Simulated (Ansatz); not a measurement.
The reference is BiB in the zinc blende structure (space group F-43m, No. 216; a = 5.456 Å; a hypothetical phase, not in the database extracts checked).

Now apply this change: every lattice vector is shortened by 0.84 %; the atoms relax in the strained cell.

Levels (all Ansatz, a program for electronic structure, PAW): PBEsol (420 eV, without spin-orbit coupling); HSE06 (420 eV, without spin-orbit coupling).

The geometry is relaxed with PBEsol.

| Property | Value |
|---|---|
| PBEsol lowest conduction level above the VBM at special points | L 0.55 eV; Γ 0.63 eV; X 0.79 eV |

With HSE06 at the same geometry, the lowest conduction level above the VBM at special points becomes L 1.12 eV; Γ 1.27 eV; X 1.29 eV (PBEsol: L 0.55 eV; Γ 0.63 eV; X 0.79 eV).

Single points use the geometry relaxed with PBEsol. The hybrid gap comes from the SCF mesh plus the semilocal run's edge points and a few special points and is an upper bound. The levels and masses belong to the bands next to the band gap. Stability against distortions was not tested.
